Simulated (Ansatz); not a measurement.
Input and output of a relaxation of cell and atoms for Sr₄Bi₂O (I4mm, 7 atoms in the cell) (Ansatz, a quantum-chemistry and plane-wave program).

Method of the run: PBEsol, default PAW files made with PBE (plane waves; Ansatz).

The change in words: atoms on their sites; basis.ecutwfc: 420 eV → 840 eV; relax: default → cell and atoms. Reference geometry:
```
Sr4Bi2O
1.0
   -2.50747     2.50747     8.79961
    2.50747    -2.50747     8.79961
    2.50747     2.50747    -8.79961
Sr Bi O
4 2 1
Direct
  0.83781   0.83781   0.00000
  0.17023   0.17023   0.00000
  0.99808   0.49808   0.50000
  0.49808   0.99808   0.50000
  0.63778   0.63778   0.00000
  0.36026   0.36026   0.00000
  0.99020   0.99020   0.00000
```

Reference input (self-consistent single point, DFT, PBEsol, plane waves, default PAW files made with PBE): basis.ecutwfc = 420 eV; kpoints.mp_grid.grid = 3 3 3; hamiltonian.xc = pbesol; hamiltonian.pseudopotentials = {kind: paw} (the program's default PAW files); scf.occupations.method = fermi_dirac; scf.occupations.width = 0.02 eV. This run's input differs from it in these lines:

Ansatz 0.2 input:
```diff
@@ -6,3 +6,3 @@
   atoms:
-    - { symbol: Sr, position: [0.837811, 0.837811, 0.000000] }
+    - { symbol: Sr, position: [0.834970, 0.834970, 0.000000] }
     - { symbol: Sr, position: [0.170230, 0.170230, 0.000000] }
@@ -14,3 +14,3 @@
 basis:
-  ecutwfc: 420.0
+  ecutwfc: 840.0
 kpoints:
@@ -26,2 +26,4 @@
     width: 0.02
+relax:
+  cell: {}
 output:
```

Output, abridged:

```
   [... SCF lines of the steps left out ...]
relax step   1: F+E_penalty+E_count = -39021.77118777 eV  Δ(F+E_penalty+E_count) = +0.000e0 eV  max|allowed force component| = 5.889e-2 eV/Å  Δτ_max = 0.0000 Å  P = -1.114 GPa  Ω = 221.308 Å³  (7 SCF iters, dr2 threshold 1.00e-7 eV, accepted)
relax step   2: F+E_penalty+E_count = -39021.79006968 eV  Δ(F+E_penalty+E_count) = -1.888e-2 eV  max|allowed force component| = 7.937e-2 eV/Å  Δτ_max = 0.0147 Å  P = +0.375 GPa  Ω = 213.511 Å³  energy of the carried Pulay correction = +1.040e-4 eV  [...]
   [... lines left out ...]
relax step   7: F+E_penalty+E_count = -39021.79481369 eV  Δ(F+E_penalty+E_count) = -1.309e-4 eV  max|allowed force component| = 2.396e-3 eV/Å  Δτ_max = 0.0030 Å  P = +0.002 GPa  Ω = 215.644 Å³  energy of the carried Pulay correction = +7.495e-5 eV  [...]
relax step   8: F+E_penalty+E_count = -39021.79473964 eV  Δ(F+E_penalty+E_count) = +7.405e-5 eV  max|allowed force component| = 2.418e-3 eV/Å  Δτ_max = 0.0000 Å  P = +0.002 GPa  Ω = 215.644 Å³  stress off target by 4.42e-3 GPa  SCF on the basis [...]
basis re-selected at this cell: Δ(F+E_penalty+E_count) = +7.405e-5 eV, ΔP = -0.000 GPa vs the last step
the relaxation is at rest under the 8 symmetry operations that the run kept from its start: a minimum is not shown …
Free energy (F): -39021.794740 eV
Internal energy: -39021.794740 eV  (E = F + TS)
E sigma→0 (E₀):  -39021.794740 eV
Fermi energy:    8.811023 eV
--- Forces (eV/Å), atoms counted from 1 ---
  atom   1  Sr     0.00000000     0.00000000    -0.00241807
  atom   2  Sr    -0.00000000    -0.00000000     0.00100975
   [... lines left out ...]
  cell:  # Å, volume = 215.6440 Å³
   [... lines left out ...]
    - { symbol: Sr, position: [0.9979435872913687, 0.4979435872913687, 0.5] }
    - { symbol: Sr, position: [0.4979435872913687, 0.9979435872913687, 0.5] }
    - { symbol: Bi, position: [0.6377188553331932, 0.6377188553331932, -1.2607089317611118e-33] }
    - { symbol: Bi, position: [0.36096802200909284, 0.36096802200909284, -1.1778119590354842e-33] }
    - { symbol: O, position: [0.9865233271135916, 0.9865233271135916, -2.2010817271122705e-33] }
```

The run converged. 

Summary of the result:
| Quantity | Value |
|---|---|
| Free energy E − TS (on the zero of these files) | -39021.7947 eV |
| Top of the valence band (on the code's own zero) | 8.37 eV |
| Gap on the k-point mesh | 0.88 eV |
| Pressure | 0.00 GPa |
| Largest force (vector length) | 0.002 eV/Å |
| Final cell | a = b = c = 9.407 Å, α = β = 149.35°, γ = 43.89° |
| Final volume per atom | 30.81 Å³ |
| Relaxation steps | 8 |

The starting cell comes from a database of computed structures (which also holds hypothetical and non-ambient phases and stackings), without a prior relaxation at this level. Its lattice was rescaled by up to half a per cent. Spin-orbit coupling is off. The relaxation keeps the symmetry of its start, so its end need not be a minimum. Ansatz's pressure includes its estimate of the finite-basis (Pulay) stress.

Cost on one core of a shared machine: roughly 2 min.
